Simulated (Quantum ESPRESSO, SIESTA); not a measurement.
## Pressure against volume in rock-salt ZrC (space group 225) (SIESTA, LDA)

```
CELL_PARAMETERS angstrom
      0.00000     2.25860     2.25860
      2.25860     0.00000     2.25860
      2.25860     2.25860     0.00000
ATOMIC_POSITIONS crystal
  Zr 0.00000 0.00000 0.00000
  C  0.50000 0.50000 0.50000
```

Method of the run: LDA PW92, numerical atomic orbitals DZP, PseudoDojo LDA standard norm-conserving potentials (rewritten from UPF to PSML) in SIESTA 5.4.2. Settings: XC.functional = LDA; XC.authors = PW92; potentials = PseudoDojo LDA standard; PAO.BasisSize = DZP; PAO.EnergyShift = 0.01 Ry; MeshCutoff = 390 Ry; kgrid.MonkhorstPack = 22 22 22; OccupationFunction = FD; ElectronicTemperature = 0.05 eV; MaxSCFIterations = 150; SCF.Mixer.Method = Broyden; SCF.Mixer.Weight = 0.1; SCF.Mixer.History = 6; SCF.DM.Tolerance = 1.0E-04. The cell above is the first row's. The rows scale it uniformly. In all rows fractional positions and the k mesh are held.

```csv
V (Å^3/atom),P (GPa)
11.522,24.42
11.772,17.20
12.023,10.80
12.273,4.97
12.524,-0.15
12.774,-4.93
13.025,-9.25
13.275,-13.14
13.526,?
```

Fit P of the 8 rows that show it with a cubic. With u = V - 12.4, the rows have u = -0.8780, -0.6280, -0.3770, -0.1270, 0.1240, 0.3740, 0.6250, 0.8750. Least squares gives P = 2.296 - 20.7619·u + 4.2858·u² - 0.8502·u³. Residuals (row less fit): 0.016, -0.035, 0.022, -0.034, 0.064, -0.016, -0.036, 0.019; standard error 0.048 (degrees of freedom: 4). The fitted pressure is zero at V0 = 12.51, where dP/dV = -19.82, so B0 = -V0·dP/dV = 248 GPa.

Estimate the missing P (V = 13.526); what did the run itself give?

u = 1.1260, so P = 2.296 - 20.7619 × 1.1260 + 4.2858 × 1.1260² - 0.8502 × 1.1260³ = -16.862 GPa. The calculation gives -16.71 GPa, 0.152 GPa above the prediction (0.4 % of the range of P in the table). The row lies outside the fitted rows, so this is an extrapolation. From the scatter of the fitted rows alone, a prediction at this place has a standard error of 0.128 GPa, so the miss is 1.2 times that.

Carrying the step between the two nearest rows on in a straight line would have given -17.05, off by 0.34; series whose last step already gives the withheld value aren't shown. The scan was laid around a cell of about the measured size, scaled by a guess for this functional. The runs keep the symmetry of the cell, so they don't test it for distortions. A plane-wave scan with the same functional (Quantum ESPRESSO, GBRV) gives V0 = 12.51 Å^3/atom and B0 = 246 GPa; a Birch-Murnaghan fit to all rows here lies 0.0 % from it in V0 and 1 % in B0; the two differ in basis, and may differ in potentials and mesh. Values carry the incompleteness of an atom-centred basis. Cutoffs and mesh are single choices, not tested for convergence of this quantity. Series with a scatter that would blur these digits, or in which a gap closes, are not shown.
